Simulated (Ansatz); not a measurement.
## AlCo in the CsCl type structure (space group Pm-3m, No. 221; non-magnetic)

```xyz
2
Lattice="2.8521 0.0000 0.0000 0.0000 2.8521 0.0000 0.0000 0.0000 2.8521" Properties=species:S:1:pos:R:3 pbc="T T T"
Al     0.0000     0.0000     0.0000
Co     1.4260     1.4260     1.4260
```

Method: Kohn–Sham DFT with the PBE functional, run in Ansatz (a quantum-chemistry and plane-wave program) with PAW and 420 eV plane waves, no spin-orbit coupling. Γ-centred 16×16×16 mesh, Fermi–Dirac width 0.05 eV.

| Quantity | Result |
|---|---|
| Volume per atom | 11.60 Å³ |
| Density | 6.15 g/cm³ |
| Band gap | zero |
| Total energy | -2832.419 eV/atom (σ→0; compares only within this code and set-up) |

Whether these cells are dynamically stable was not tested. Starting moments died away, wholly or in part, for the base; another magnetic solution may exist. The final runs are not spin-polarised.
